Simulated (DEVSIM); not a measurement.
Structure: abrupt GaP n-p junction, at 300 K.

Layer 1 from the left is GaP, thickness (μm) 0.520, Nd (cm⁻³) 5.4e16, τn (s) 1.3e-7, τp (s) 1.3e-7. Layer 2 from the left is GaP, thickness (μm) 0.930, Na (cm⁻³) 1.9e16, τn (s) 1.3e-7, τp (s) 1.3e-7.

Left contact: ohmic. Right contact: ohmic. Voltage is applied to the left contact. Recombination: SRH at mid-gap, Auger. Mobility is constant in doping.

The device is made up for the run: typed textbook-type constants, with dimensions and the other settings drawn at random. Values at 300 K.

GaP: gap (eV) 2.26, affinity (eV) 3.8, permittivity 11.1, Nc (cm⁻³) 1.8e19, Nv (cm⁻³) 1.9e19, μn (cm²/Vs) 250, μp (cm²/Vs) 150, Cn (cm⁶/s) 1e-30, Cp (cm⁶/s) 1e-30.

Model (solved in DEVSIM): 1D drift-diffusion, Boltzmann statistics, complete ionisation; no tunnelling, impact ionisation, image-force lowering or self-heating.

Dark forward current:

```csv
|V| (V),|J| (A/cm²)
0.70,1.223e-12
0.75,3.290e-12
0.80,8.859e-12
0.85,2.388e-11
0.90,6.446e-11
0.95,1.742e-10
1.00,4.718e-10
1.05,1.281e-9
1.10,3.487e-9
1.15,9.546e-9
1.20,2.639e-8
1.25,7.448e-8
1.30,2.196e-7
1.35,7.079e-7
1.40,2.657e-6
1.45,1.214e-5
1.50,6.627e-5
1.55,0.0004065
1.60,0.002648
1.65,0.01772
1.70,0.1198
1.75,0.8112
1.80,5.420
1.85,33.60
1.90,161.1
1.95,513.2
```

Task: Work out the local ideality factor n = ΔV / (kT/q · ln(J2/J1)) between the rows 0.70 and 0.75 V, 1.70 and 1.75 V, 1.90 and 1.95 V.

Result: kT/q = 25.85 mV. From 0.70 to 0.75 V: ln(3.290e-12/1.223e-12) = 0.990, n = 1.95, near the 2 of recombination in the depletion region. From 1.70 to 1.75 V: ln(0.8112/0.1198) = 1.913, n = 1.01, near the 1 of diffusion or emission over a barrier. From 1.90 to 1.95 V: ln(513.2/161.1) = 1.159, n = 1.67.

Task: Estimate the current at 1.65 V from the Shockley equation with J0 = Σ q ni² D/(N L) coth(W/L), τ joining the SRH, radiative and Auger lifetimes that are on, and W taken as the whole layer.

Result: ni² = 3.67 cm⁻⁶; holes in the n layer: μ = 150 cm²/Vs, D = 3.88 cm²/s, τ = 1.30e-7 s, L = 7.10 μm, W/L = 0.073, term 8.14e-31 A/cm²; electrons in the p layer: μ = 250 cm²/Vs, D = 6.46 cm²/s, τ = 1.30e-7 s, L = 9.17 μm, W/L = 0.10, term 2.16e-30 A/cm². J0 = 2.97e-30 A/cm², and J = J0 exp(qV/kT) = 0.0156 A/cm². The simulation gives 0.0177 A/cm²; the estimate lies 12 % below. The estimate leaves out recombination in the depletion region and that region's share of W.
